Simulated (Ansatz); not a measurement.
An Ansatz (a first-principles code) run: CsI; PBE (Ansatz; PAW; 420 eV plane waves; no SOC).

Input:

Ansatz 0.2 input:
```yaml
crystal:
  lattice:
    - [4.6669164339, 0, 0]
    - [0, 4.6669164339, 0]
    - [0, 0, 4.6669164339]
  atoms:
    - { symbol: Cs, position: [0, 0, 0] }
    - { symbol: I, position: [0.5, 0.5, 0.5] }
basis: { ecutwfc: 420, ecutrho_ratio: 4, xc_grid: 2, fft_grid_basis: typed }
kpoints: { mp_grid: { grid: [7, 7, 7] } }
hamiltonian:
  xc: pbe
  dispersion: none
  pseudopotentials: { kind: paw }
scf: { occupations: { method: fermi_dirac, width: 0.05 }, convergence: { dr2_threshold: 0.0000000002 } }
output: { forces: true, stress: true }
```

Output:

```
WARN ansatz: RAYON_NUM_THREADS=2 ignored (pool sized by the plan → 2); use --threads N
Pseudopotentials: kind: paw
Pseudopotential: Cs, paw, valence charge 9
Pseudopotential: I, paw, valence charge 17
Functional definition: PBE
Crystal: 2 atoms, lattice volume = 101.646 Å³
Basis set: ecut = 420 eV, 1935 PW (Γ), exchange–correlation on 64×64×64 points (8 copies of the dense FFT grid, shifted against one another)
Bands: 17, of which v1, the nominal top of the filled ones, is band 13 counted from 1 (12 counted from 0)
Symmetry: 48 space group operations
Space group: Pm-3m (ITA 221), of the structure as read, at distance tolerance 4.7e-5 Å
k-points: 20 of 343
Initial density: superposition of atomic densities (neutral atoms: chi_scale 0, normalization atom), corrected by the library's trained network
Initial wavefunctions: pseudopotential atomic-orbital guess
Eigensolver: davidson
Functional: x = pbe(κ = 0.804, μ = 0.2195149727645171), c = pbe(β = 0.06672455060314922)
SCF iter   1: F=—  HF=-13186.752066 eV  |F-HF|=—  |Δ(HF+E_count)|=         —  Δρ=3.28e-4  dr2=6.78e-5  ethr=1.77e-3  ⟨swp⟩=8.3  Hψ=1985  notcnv=0
all-band conjugate gradients solve this SCF's bands
preconditioner: auto → Resta (q_TF=auto, 2.174 Å⁻¹)
SCF iter   2: F=—  HF=-13186.752978 eV  |F-HF|=—  |Δ(HF+E_count)|=   9.12e-4  Δρ=2.13e-4  dr2=4.75e-5  ethr=2.61e-7  ⟨swp⟩=3.2  Hψ=915  notcnv=0
SCF iter   3: F=—  HF=-13186.753166 eV  |F-HF|=—  |Δ(HF+E_count)|=   1.88e-4  Δρ=9.86e-5  dr2=1.12e-5  ethr=1.83e-7  ⟨swp⟩=2.0  Hψ=480  notcnv=0
SCF iter   4: F=—  HF=-13186.753215 eV  |F-HF|=—  |Δ(HF+E_count)|=   4.89e-5  Δρ=1.86e-5  dr2=2.20e-7  ethr=4.30e-8  ⟨swp⟩=2.0  Hψ=480  notcnv=0
SCF iter   5: F=—  HF=-13186.753214 eV  |F-HF|=—  |Δ(HF+E_count)|=   1.07e-6  Δρ=4.70e-6  dr2=2.25e-8  ethr=8.44e-10  ⟨swp⟩=2.0  Hψ=600  notcnv=0
SCF iter   6: F=—  HF=-13186.753214 eV  |F-HF|=—  |Δ(HF+E_count)|=   2.85e-8  Δρ=8.64e-7  dr2=7.28e-10  ethr=8.64e-11  ⟨swp⟩=2.0  Hψ=600  notcnv=0
SCF iter   7: F=-13186.753214 eV  HF=-13186.753214 eV  |F-HF|=5.64e-11  |Δ(HF+E_count)|=   1.74e-9  Δρ=1.42e-7  dr2=3.92e-11  ethr=1.00e-12  ⟨swp⟩=5.0  Hψ=1230  notcnv=0
SCF 1 converged in 7 iterations: F = -13186.753214 eV  dr2 = 3.92e-11
SCF converged after 7 iterations
Free energy (F): -13186.753214 eV
Harris-Foulkes:  -13186.753214 eV  (|F-HF|=5.64e-11)
Internal energy: -13186.753214 eV  (E = F + TS)
E sigma→0 (E₀):  -13186.753214 eV
Fermi energy:    5.329633 eV
--- Per-component energies (eV) ---
  E_band       = -448.799983
  E_kinetic    = 331.071044
  E_local      = -2520.645731  (includes V_loc(G=0)·N_el)
  E_nonlocal   = -60.110828
  E_hartree    = 1247.497071
  E_xc         = -302.699168
  E_vxc        = -255.456893  (∫ρ·V_xc dr)
  E_paw        = -9883.724774  (= ΣΔE_a)
  E_vpaw       = -438.652017  (= ΣTr[D̂ρ^β])
  E_aug_tail   = -0.000010  (compensation charges beyond the density's cutoff)
  E_ewald      = -1998.140819
  E_smearing   = -0.000000  (= −TS)
  E_closure    = 0.000000  (closes the sum)
  Σ components = -13186.753214   (vs F -13186.753214, Δ=0.00e0)
  [band-id]    e_kinetic+e_local+e_nonlocal+2·e_hartree+e_vxc+e_vpaw+e_augmentation_tail = -448.800291   (vs E_band -448.799983, Δ=-3.08e-4)
--- Forces (eV/Å), atoms counted from 1 ---
  atom   1  Cs    -0.00000000     0.00000000     0.00000000
  atom   2  I      0.00000000     0.00000000     0.00000000
  max |Σ_I F_I| component: 1.36e-29 eV/Å
--- Stress (GPa, compression-positive) ---
       -0.003462       0.000000       0.000000
       -0.000000      -0.003462      -0.000000
        0.000000      -0.000000      -0.003462
  P = ⅓ Tr σ = -0.0035 GPa (-0.035 kbar)
  The stress holds the Pulay correction. Without it, at fixed plane waves, as pw.x and ABINIT print it: P = -0.0097 GPa
  The stress includes an estimate of the error left by incomplete SCF convergence (largest component 0.0001 GPa).
--- Band table ---
  band table: none
```

Spin-orbit coupling, missing from the scalar runs, can matter with I. Whether these cells are dynamically stable was not tested. The cell is CsI in the CsCl type structure (space group Pm-3m, No. 221).
